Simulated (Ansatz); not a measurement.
Abridged Ansatz (a program for electronic structure) output:

```
Relaxation: its limit of steps is 50 (relax.max_steps)
Pseudopotential: In, paw, valence charge 13
Pseudopotential: Pd, paw, valence charge 18
Crystal: 2 atoms, lattice volume = 33.237 Å³
Basis set: ecut = 420 eV, 651 PW (Γ), exchange–correlation on 48×48×48 points (8 copies of the dense FFT grid, shifted against one another)
Bands: 20, of which v1, the nominal top of the filled ones, is band 16 counted from 1 (15 counted from 0)
Symmetry: 16 space group operations
k-points: 550 of 5832
Functional: x = pbesol(κ = 0.804, μ = 0.12345679012345678), c = pbesol(β = 0.046)
SCF iter   1: F=—  HF=-12433.119554 eV  |F-HF|=—  |Δ(HF+E_count)|=         —  Δρ=8.35e-3  dr2=2.38e-2  ethr=1.77e-3  ⟨swp⟩=5.8  Hψ=49177  notcnv=0
SCF iter   2: F=—  HF=-12433.115654 eV  |F-HF|=—  |Δ(HF+E_count)|=   3.90e-3  Δρ=4.00e-3  dr2=6.34e-3  ethr=7.67e-5  ⟨swp⟩=1.6  Hψ=16601  notcnv=0
SCF 1 converged in 7 iterations: F = -12433.114224 eV  dr2 = 6.57e-12
relax step   1: F+E_penalty+E_count = -12433.11422415 eV  Δ(F+E_penalty+E_count) = +0.000e0 eV  max|allowed force component| = 6.942e-29 eV/Å  Δτ_max = 0.0000 Å  (7 SCF iters, accepted)
SCF converged after 7 iterations
Free energy (F): -12433.114224 eV
Internal energy: -12433.092230 eV  (E = F + TS)
E sigma→0 (E₀):  -12433.103227 eV
Entropy (-TS):   -0.021995 eV (-10.997 meV/atom)
Fermi energy:    17.799235 eV
--- Forces (eV/Å), atoms counted from 1 ---
  atom   1  In    -0.00000000    -0.00000000    -0.00000000
  atom   2  Pd     0.00000000     0.00000000     0.00000000
--- Stress (GPa, compression-positive) ---
        4.154443      -0.000000      -0.000000
       -0.000000       4.154443      -0.000000
       -0.000000      -0.000000       5.246341
  P = ⅓ Tr σ = 4.5184 GPa (45.184 kbar)
--- Relaxed structure (1 steps of the walk, 1 accepted, 0 SCFs on fresh bases) ---
  atoms:
    - { symbol: In, position: [0.49999999999999994, 0.49999999999999994, 0.5] }
    - { symbol: Pd, position: [0.0, 0.0, 0.0] }
```

**Question.** What was computed, and what are the main results?

**Answer.** InPd, 2 atoms in the cell, with Ansatz PBEsol, no SOC. The last SCF converged to F = -12433.114224 eV, or -6216.5571 eV per atom, at a pressure of 4.52 GPa. The total energy compares only with runs of the same code, potentials and settings.

The cells carry an imposed strain or load. Whether these cells are dynamically stable was not tested. The final runs are not spin-polarised. The cell was made from InPd in the CsCl type structure (space group Pm-3m, No. 221) by this change: uniaxial strain ε_zz = −3.00 %.

Keys are those of Ansatz 0.2.
